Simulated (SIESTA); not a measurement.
Band structure of LaSi2Ru3 (P6/mmm, 6 atoms in the cell).

```
LaSi2Ru3
1.0
    5.74998     0.00000     0.00000
   -2.87499     4.97963     0.00000
    0.00000     0.00000     3.46258
La Si Ru
1 2 3
Direct
  0.00000   0.00000   0.00000
  0.33333   0.66667   0.00000
  0.66667   0.33333   0.00000
  0.00000   0.50000   0.50000
  0.50000   0.00000   0.50000
  0.50000   0.50000   0.50000
```

Method: GGA PBEsol, numerical atomic orbitals DZP, PseudoDojo PBEsol standard norm-conserving potentials (rewritten from UPF to PSML) run with SIESTA.

Settings: XC.functional = GGA; XC.authors = PBEsol; potentials = PseudoDojo PBEsol standard; PAO.BasisSize = DZP; PAO.EnergyShift = 0.01 Ry; MeshCutoff = 350 Ry; kgrid.MonkhorstPack = 5 5 7; OccupationFunction = MP; OccupationMPOrder = 0; ElectronicTemperature = 0.1 eV; MaxSCFIterations = 150; SCF.Mixer.Method = Pulay; SCF.Mixer.Weight = 0.2; SCF.Mixer.History = 8.

The starting cell comes from a database of computed structures (which also holds hypothetical and non-ambient phases and stackings), without a prior relaxation at this level. Its lattice was rescaled by a random factor within 2.5 % of one. Spin polarisation is off. Values carry the incompleteness of an atom-centred basis.

Levels in eV from the Fermi level, bands 31 to 36:
```json
[
 {"point": "Γ", "31": "-0.48", "32": "-0.14", "33": "-0.14", "34": "0.10", "35": "1.19", "36": "1.30"},
 {"point": "M", "31": "-1.18", "32": "-1.15", "33": "-0.15", "34": "-0.13", "35": "0.68", "36": "1.70"},
 {"point": "K", "31": "-1.20", "32": "-0.76", "33": "-0.76", "34": "-0.21", "35": "0.71", "36": "1.97"},
 {"point": "A", "31": "-0.52", "32": "-0.38", "33": "-0.38", "34": "-0.24", "35": "-0.24", "36": "0.16"},
 {"point": "L", "31": "-0.83", "32": "-0.52", "33": "-0.39", "34": "-0.02", "35": "-0.01", "36": "0.00"},
 {"point": "H", "31": "-0.75", "32": "-0.40", "33": "-0.40", "34": "-0.40", "35": "0.07", "36": "0.08"}
]
```

Bands cross the Fermi level along this path, so the cell is metallic at this level.

Higher empty bands are left out: an atom-centred basis made for the valence describes them poorly.
